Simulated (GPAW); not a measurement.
Worked example: self-consistent single point of Mg6ZnB (P1, 8 atoms in the cell) in GPAW.

Method: PBEsol, GPAW PAW datasets PBEsol (made by gpaw-setup) (plane waves; GPAW).

The change in words: atoms moved at random. Reference geometry:
```yaml
crystal:
  lattice:
    - [3.88560, 0.00000, 0.00000]
    - [0.00000, 4.04725, 4.88495]
    - [0.00000, -4.04725, 4.88495]
  atoms:
    - { symbol: Mg, position: [0.50000, 0.95351, 0.31021] }
    - { symbol: Mg, position: [0.50000, 0.31021, 0.95351] }
    - { symbol: Mg, position: [0.50000, 0.87251, 0.87251] }
    - { symbol: Mg, position: [0.00000, 0.61674, 0.15368] }
    - { symbol: Mg, position: [0.00000, 0.15368, 0.61674] }
    - { symbol: Mg, position: [0.00000, 0.64036, 0.64036] }
    - { symbol: Zn, position: [0.50000, 0.42964, 0.42964] }
    - { symbol: B, position: [0.00000, 0.02337, 0.02337] }
```

Reference input (self-consistent single point, DFT PBEsol, plane waves, GPAW PAW datasets PBEsol (made by gpaw-setup)): mode = pw; ecut = 900 eV; xc = PBEsol; kpts = 5 3 3; mesh shift (steps) = 0 0 0; occupations.name = fermi-dirac; occupations.width = 0.1 eV; nbands = -14; convergence.density = 1e-05 e/electron; symmetry.symmorphic = false; symmetry.tolerance = 0.0005; maxiter = 150. This run's input differs from it in these lines:

```diff
@@ -8,10 +8,10 @@
                     [0.000000, -4.047245, 4.884945]],
-              scaled_positions=[[0.500000, 0.953510, 0.310210],
-                                [0.500000, 0.310210, 0.953510],
-                                [0.500000, 0.872510, 0.872510],
-                                [0.000000, 0.616740, 0.153680],
-                                [0.000000, 0.153680, 0.616740],
-                                [0.000000, 0.640360, 0.640360],
-                                [0.500000, 0.429640, 0.429640],
-                                [0.000000, 0.023370, 0.023370]],
+              scaled_positions=[[0.479684, 0.956820, 0.301210],
+                                [0.526549, 0.309135, 0.945000],
+                                [0.506640, 0.867672, 0.877377],
+                                [-0.005252, 0.611466, 0.150030],
+                                [-0.001430, 0.153254, 0.626263],
+                                [-0.001813, 0.649218, 0.635656],
+                                [0.487747, 0.426641, 0.445897],
+                                [0.007876, 0.025814, 0.018588]],
               pbc=True)
```

Output (repeated stretches shortened):

```
     iter     time        total  log10-change:
                         energy   eigst   dens
iter:   1 --:--:--   -19.957163
iter:   2 --:--:--   -19.311200   -0.47  -1.31
iter:   3 --:--:--   -18.174767   -1.16  -1.37
iter:   4 --:--:--   -18.127417   -2.41  -1.59
iter:   5 --:--:--   -18.089452   -2.25  -1.66
iter:   6 --:--:--   -18.097138   -2.87  -1.93
iter:   7 --:--:--   -18.077469c  -2.87  -2.09
iter:   8 --:--:--   -18.074967c  -3.89  -2.70
iter:   9 --:--:--   -18.073515c  -4.38  -2.87
iter:  10 --:--:--   -18.073506c  -5.48  -3.16
iter:  11 --:--:--   -18.073339c  -4.92  -3.21
iter:  12 --:--:--   -18.073339c  -5.73  -3.56
iter:  13 --:--:--   -18.073333c  -6.38  -3.60
iter:  14 --:--:--   -18.073328c  -6.57  -3.78
iter:  15 --:--:--   -18.073305c  -6.37  -3.90
iter:  16 --:--:--   -18.073269c  -6.79  -4.03
iter:  17 --:--:--   -18.073269c  -7.80c -4.16
iter:  18 --:--:--   -18.073290c  -7.08  -4.20
iter:  19 --:--:--   -18.073289c  -8.06c -4.64
iter:  20 --:--:--   -18.073290c  -8.28c -4.68
iter:  21 --:--:--   -18.073292c  -8.72c -4.99
iter:  22 --:--:--   -18.073292c  -9.67c -5.16c
Converged after 22 iterations.

Dipole moment: (-0.328587, -0.875812, 0.401133) |e|*Ang

Energy contributions relative to reference atoms: (reference = -82114.714944)

Kinetic:         -9.554708
Potential:      +19.980488
External:        +0.000000
XC:             -28.159649
Entropy (-ST):   -0.127491
Local:           -0.275677
SIC:             +0.000000
--------------------------
Free energy:    -18.137038
Extrapolated:   -18.073292

Showing only first 2 kpts
 Kpt  Band  Eigenvalues  Occupancy
  0    35      2.57333    2.00000
  0    36      3.83283    1.85852
  0    37      4.09635    0.97013
  0    38      5.58323    0.00000

  1    35      3.07120    1.99993
  1    36      3.91776    1.69784
  1    37      4.62763    0.00924
  1    38      6.18335    0.00000

Fermi level: 4.09038

No gap
   [... lines left out ...]
  2 Mg   -0.11975    0.14325   -0.07116
  3 Mg    0.09587   -0.31167    0.17843
  4 Mg    0.02073    0.22855   -0.08946
  5 Mg   -0.00897   -0.05111   -0.24502
  6 Zn    0.17594    0.22671   -0.07089
  7 B    -0.07775   -0.14731   -0.01424

Stress tensor:
     0.001520    -0.001959     0.001005
    -0.001959     0.006260     0.002298
     0.001005     0.002298     0.005005
Stress (GPa, Voigt): [ 0.2436  1.0029  0.802   0.3681  0.161  -0.3139]
```

The run converged in 22 iterations. GPAW prints stress with tension positive. Against the reference run the free energy goes up by 8.0 meV/atom and the largest force goes from 0.225 to 0.372 eV/Å.

At such cutoffs GPAW's stress carries a finite-basis (Pulay) error, which enters relaxed cells too; its log prints stress with tension positive.

The starting cell comes from a database of computed structures (which also holds hypothetical and non-ambient phases and stackings), without a prior relaxation at this level. For this run, on top of that: atoms moved at random.

Cost on one core of a shared machine: roughly 5 min.
